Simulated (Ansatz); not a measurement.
SiO2: uniaxial strain ε_xx = −1.50 %

Base system: SiO2 (space group P3_221, No. 154; a = 4.8658 Å, c = 5.3652 Å). Axes: x lies along a and z along c of the hexagonal cell.

It is then changed as follows: the cell is compressed by 1.50 % along x with no lateral relaxation, atoms relaxed at fixed cell.

The values are results of LDA/PAW in Ansatz (a program for electronic structure), spin-orbit coupling left out, not measurements. Γ-centred 8×8×6 mesh, Fermi–Dirac width 0.05 eV.

The volume per atom shrinks by 0.18 Å³ (12.22 Å³ → 12.04 Å³) and the space group becomes C2 (No. 5) (base: P3_221 (No. 154)). The shortest interatomic distance hardly moves (1.608 Å against 1.607 Å) and the energy goes up by 0.6 meV/atom. The band gap grows by 0.05 eV to 5.88 eV and the gap character comes out as indirect, C → Γ. The electron mass changes from 0.50 mₑ (at Γ) to 0.49 mₑ (at Γ) and the largest internal atomic displacement comes out as 0.055 Å. The stress (xx, yy, zz, yz, xz, xy; compression positive) comes out as (1.13, 0.20, 0.15, 0.23, 0.00, 0.00) GPa.

Cost of the whole job for the changed cell (relaxation, final SCF and bands): around 2.3 core-minutes (rough).

Effective masses come from finite differences of ±0.01 Å⁻¹. No phonon test of stability was made. Labels are those of the standard path for the cell's own space group.
